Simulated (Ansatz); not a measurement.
**Effort and miss along a sweep of basis.ecutwfc: BAs (F-43m, 2 atoms in the cell)**

```yaml
crystal:
  lattice:
    - [0.00000, 2.40649, 2.40649]
    - [2.40649, 0.00000, 2.40649]
    - [2.40649, 2.40649, 0.00000]
  atoms:
    - { symbol: B, position: [0.25000, 0.25000, 0.25000] }
    - { symbol: As, position: [0.00000, 0.00000, 0.00000] }
```

Method: LDA (PW92), default PAW files made with PBE (plane waves; Ansatz, a quantum-chemistry and plane-wave program).

Base settings: basis.ecutwfc = 30.9 Ry; kpoints.mp_grid.grid = 10 10 10; hamiltonian.xc = lda; hamiltonian.pseudopotentials = {kind: paw} (the program's default PAW files); scf.occupations.method = fixed.

Misses are taken against the tightest run, 61.7 Ry, which need not be fully converged itself. The energy is the free energy per atom.

The count of work is k-points × plane waves × bands × iterations; it is no time, and leaves out set-up, grids and terms that scale otherwise. 

Ansatz's pressure holds its estimate of the finite-basis (Pulay) stress, which hides part of the cutoff error; the uncorrected pressure shows it.

The starting cell comes from a database of computed structures (which also holds hypothetical and non-ambient phases and stackings), without a prior relaxation at this level. Its lattice was rescaled by a random factor within 2.5 % of one. In the base run, with a pressure of about -7 GPa the cell is away from its equilibrium volume at this level. Ansatz's pressure includes its estimate of the finite-basis (Pulay) stress.

The runs (basis.ecutwfc): 12.5 Ry | 15.4 Ry | 18.4 Ry | 21.7 Ry | 24.6 Ry | 27.9 Ry | 30.9 Ry | 35.6 Ry | 40.1 Ry | 46.3 Ry | 54 Ry | 61.7 Ry.

**Question.** Which is the coarsest setting among those run that, with all tighter ones, holds the energy within 10 meV/atom of the reference, and what does it save?

**Answer.** 27.9 Ry, off by 4.4 meV/atom; it needs 0.31 of the reference's count of work.

**Question.** Which is the coarsest setting among those run that, with all tighter ones, holds the energy within 1 meV/atom of the reference, and what does it save?

**Answer.** 35.6 Ry, off by 0.56 meV/atom; it needs 0.44 of the reference's count of work.

**Question.** What does the step from 12.5 Ry to 35.6 Ry buy?

**Answer.** It takes the miss in the energy from 6500 to 0.56 meV/atom, for 4.0 times the count of work.

```csv
basis.ecutwfc,energy less reference (meV/atom),pressure less reference (GPa),gap on the mesh less reference (eV),uncorrected pressure less reference (GPa),count of work / reference
12.5 Ry,6472.74,5.44,0.179,-249.66,0.11
15.4 Ry,1857.85,5.76,0.056,-99.92,0.14
18.4 Ry,403.10,-0.12,0.032,-30.16,0.21
21.7 Ry,71.87,-0.12,0.000,-5.95,0.23
24.6 Ry,19.07,0.12,0.000,-1.51,0.26
27.9 Ry,4.40,0.05,-0.001,-0.34,0.31
30.9 Ry,1.50,0.01,0.000,-0.10,0.37
35.6 Ry,0.56,0.00,0.000,-0.02,0.44
40.1 Ry,0.36,0.00,0.000,-0.01,0.59
46.3 Ry,0.19,0.00,0.000,-0.01,0.66
54 Ry,0.04,0.00,0.000,0.00,0.85
61.7 Ry,0.00,0.00,0.000,0.00,1.0
```

Keys are those of Ansatz 0.2.
